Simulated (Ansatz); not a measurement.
TiGeO₃ (model structure, started from the PbTiO3 type, P4mm, No. 99, 5 atoms in the cell) was calculated with LDA in Ansatz (plane waves, PAW).

Settings: plane-wave cutoff 520 eV, 10×10×8 k mesh (along the axes of the cell as run), Fermi–Dirac smearing 0.01 eV, no spin polarisation, scalar-relativistic PAW data made under PBE.

Cell (relaxed with PBEsol):

```xyz
5
Lattice="3.7158 0.0000 0.0000 0.0000 3.7158 0.0000 0.0000 0.0000 4.4805" Properties=species:S:1:pos:R:3 pbc="T T T"
Ti     1.8579     1.8579     2.6780
Ge     0.0000     0.0000     0.8941
O      0.0000     1.8579     2.0522
O      1.8579     0.0000     2.0522
O      1.8579     1.8579     4.3770
```

Q: Estimate the band gap, smallest direct gap on the k points sampled and direct gap at Γ that the calculation returns.

A: 
band gap: 1.52 eV (indirect)
smallest direct gap on the k points sampled: 2.61 eV
direct gap at Γ: 3.61 eV

Note: the relaxation could raise the start's symmetry but not lower it, so the cell can be a saddle point; cell and atoms aren't relaxed at this level (pressure -4.6 GPa).

Spin–orbit coupling is not included.

Static lattice: no zero-point or thermal effects.

The result took about 40 core-seconds (a rough figure).

A model structure was made by putting elements into a prototype or built by hand; it is no filed structure, need not be a known phase, and can be a saddle point held by its symmetry.

Ansatz is an electronic-structure program.
